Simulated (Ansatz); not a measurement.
fcc Yb was calculated with r²SCAN-D4 (Ansatz, an electronic-structure program, PAW).

Run with plane-wave cutoff 560 eV, 18×18×18 k mesh, Fermi–Dirac smearing 0.05 eV, no spin polarisation, scalar-relativistic PAW data made under PBE.

Computed at the level's own relaxed cell.

Question: Estimate the volume per atom, bulk modulus B0, equilibrium lattice constant a and pressure derivative B′ of the bulk modulus that the calculation returns.

Answer: 
- volume per atom = 34.73 Å³/atom
- bulk modulus B0 = 20.7 GPa
- equilibrium lattice constant a = 5.179 Å
- pressure derivative B′ of the bulk modulus = 3.2

Measured, for comparison: equilibrium volume per atom 41.24 Å³/atom, lattice constant a 5.485 Å (293 K, no zero-point or thermal correction; as tabulated in Wikipedia's data pages); bulk modulus 16.3 GPa (temperature not stated, no zero-point or thermal correction; as tabulated in doi:10.1007/BF02743909 (ytterbium under pressure), abstract). Computed (rounded) less measured: equilibrium volume per atom -15.8 %, bulk modulus +27 %, lattice constant a -5.6 %.

Spin–orbit coupling is not included.

It cost roughly 4 core-minutes of CPU time.
